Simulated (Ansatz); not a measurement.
Band structure of Ca₂Ge (Fm-3m, 3 atoms in the cell).

```
Ca2Ge
1.0
    0.00000     3.66486     3.66486
    3.66486     0.00000     3.66486
    3.66486     3.66486     0.00000
Ca Ge
2 1
Direct
  0.75000   0.75000   0.75000
  0.25000   0.25000   0.25000
  0.00000   0.00000   0.00000
```

Level of theory: PBEsol, PAW files made with PBE (plane waves; Ansatz, a program for electronic structure).

Settings: kpoints.mp_grid.grid = 4 4 4; hamiltonian.xc = pbesol; hamiltonian.pseudopotentials = {kind: paw} (the program's default PAW files); scf.occupations.method = fixed; kpoints.band_path.npoints = 8.

The starting cell comes from a database of computed structures (which also holds hypothetical and non-ambient phases and stackings), without a prior relaxation at this level. Its lattice was rescaled by a random factor within 2.5 % of one.

Q: Predict the gap along the standard path and the places of the band edges.

A: The gap along the path is 0.59 eV, from a point between K and Γ to X; the smallest direct gap on it is 0.60 eV.

Levels in eV from the top of the valence band on the path, bands 14 to 20:
```json
[
 {"point": "Γ", "14": "-7.13", "15": "-0.28", "16": "-0.28", "17": "-0.28", "18": "1.02", "19": "1.92", "20": "1.92"},
 {"point": "X", "14": "-6.47", "15": "-1.89", "16": "-0.01", "17": "-0.01", "18": "0.59", "19": "1.67", "20": "2.54"},
 {"point": "W", "14": "-6.47", "15": "-1.18", "16": "-1.18", "17": "-0.33", "18": "1.20", "19": "2.56", "20": "2.56"},
 {"point": "K", "14": "-6.49", "15": "-1.53", "16": "-0.91", "17": "0.00", "18": "1.02", "19": "2.34", "20": "2.70"},
 {"point": "L", "14": "-6.63", "15": "-1.89", "16": "-0.02", "17": "-0.02", "18": "2.39", "19": "2.42", "20": "2.42"},
 {"point": "U", "14": "-6.49", "15": "-1.53", "16": "-0.91", "17": "0.00", "18": "1.02", "19": "2.34", "20": "2.70"}
]
```

Keys are those of Ansatz 0.2.
